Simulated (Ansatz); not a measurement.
# Several settings converged on LuCl3 (P3m1, 8 atoms in the cell)

```yaml
crystal:
  lattice:
    - [9.41660, 0.00000, 0.00000]
    - [-4.70830, 8.15502, 0.00000]
    - [0.00000, 0.00000, 3.45521]
  atoms:
    - { symbol: Lu, position: [0.66667, 0.33333, 0.26447] }
    - { symbol: Lu, position: [0.33333, 0.66667, 0.75000] }
    - { symbol: Cl, position: [0.78410, 0.21590, 0.75000] }
    - { symbol: Cl, position: [0.21590, 0.78410, 0.25000] }
    - { symbol: Cl, position: [0.56820, 0.78410, 0.25000] }
    - { symbol: Cl, position: [0.43180, 0.21590, 0.75000] }
    - { symbol: Cl, position: [0.78410, 0.56820, 0.75000] }
    - { symbol: Cl, position: [0.21590, 0.43180, 0.25000] }
```

Base method: LDA (PW92), default PAW files made with PBE (plane waves; Ansatz, a quantum-chemistry and plane-wave program).

Base settings: basis.ecutwfc = 420 eV; kpoints.mp_grid.grid = 1 1 5; hamiltonian.xc = lda; hamiltonian.pseudopotentials = {kind: paw} (the program's default PAW files); scf.occupations.method = fixed.

The count of work is k-points × plane waves × bands × iterations; it is no time. Core times come from one kind of shared machine, to one figure; runs under 30 s give none.

**The cutoff for other potential files**

Level: DFT, LDA (PW92), plane waves, harder PAW files (source: ansatz) made with PBE.

In this ladder: hamiltonian.pseudopotentials = {kind: paw, source: ansatz}.

The second cell is the first with its lattice scaled by 0.98.

The mesh stays at the base's, so the ladder's end is converged at best in this setting alone.

The first pressure column holds Ansatz's estimate of the finite-basis (Pulay) stress, which hides part of the cutoff error; the other is without it.

Only quantities that move along the ladder and can be compared are tabulated; the gap is left out on so coarse a mesh.

```tsv
basis.ecutwfc	free energy less the last step's (meV/atom)	energy of the compressed cell less the first (meV/atom)	pressure (GPa)	pressure without the Pulay estimate (GPa)	largest difference of a force vector from the last step's (eV/Å)	count of work / last
305 eV	16207.26	-394.56	1.52	-525.56	0.880	0.12
375 eV	1767.46	-19.84	-1.02	-67.22	0.031	0.13
475 eV	71.15	-1.61	-1.07	-4.81	0.009	0.21
580 eV	2.45	2.18	-1.11	-1.19	0.000	0.28
680 eV	1.07	2.10	-1.11	-1.12	0.000	0.35
815 eV	0.51	2.11	-1.11	-1.11	0.000	0.46
1020 eV	0.16	2.10	-1.11	-1.11	0.000	0.65
1360 eV	0.00	2.11	-1.11	-1.11	0.000	1.0
```

Coarsest basis.ecutwfc that holds the forces within 0.005 eV/Å of the last step, with all finer ones: 580 eV, at 0.28 of the last step's count of work; the step before is off by 0.009 eV/Å.

Coarsest basis.ecutwfc that holds the pressure within 1 GPa of the last step, with all finer ones: 375 eV, at 0.13 of the last step's count of work; the step before is off by 2.6 GPa.

Coarsest basis.ecutwfc that holds the pressure without the Pulay estimate within 1 GPa of the last step, with all finer ones: 580 eV, at 0.28 of the last step's count of work; the step before is off by 3.7 GPa.

The energy difference between the two cells stays within 1 meV/atom of the last step's from 580 eV on, the total only from 815 eV on: much of the error is common to both cells and cancels.

At the lowest cutoff the pressure without the Pulay estimate lies 524 GPa under the last step's, the usual sign of Pulay stress in an incomplete plane-wave basis.

**The relaxed cell against the cutoff**

On LuCl₃ (P6_3/mmc, 8 atoms in the cell): atoms on their sites.

In this ladder: relax = cell and atoms.

The mesh stays at the base's, so the ladder's end is converged at best in this setting alone.

Only quantities that move along the ladder and can be compared are tabulated; the gap is left out on so coarse a mesh.

```csv
basis.ecutwfc,relaxed volume (Å³/atom),relaxation steps,core time / last (rough)
210 eV,32.562,82,1
295 eV,28.848,19,0.5
355 eV,28.857,8,–
420 eV,28.617,8,–
505 eV,28.593,8,0.5
630 eV,28.586,8,0.7
840 eV,28.582,8,1
```

Coarsest basis.ecutwfc that holds the relaxed volume within 0.029 Å³/atom of the last step, with all finer ones: 505 eV; the step before is off by 0.034 Å³/atom.

At the lowest cutoff the cell relaxes to a volume 14 % larger than at the highest. Ansatz relaxes on a stress corrected for the finite basis.

On the base run: the starting cell comes from a database of computed structures (which also holds hypothetical and non-ambient phases and stackings), without a prior relaxation at this level. Its lattice was rescaled by up to half a per cent. One atom was moved a little off its site on purpose.

Left out of this page: 1 run of the series failed or unconverged.

Keys are those of Ansatz 0.2.
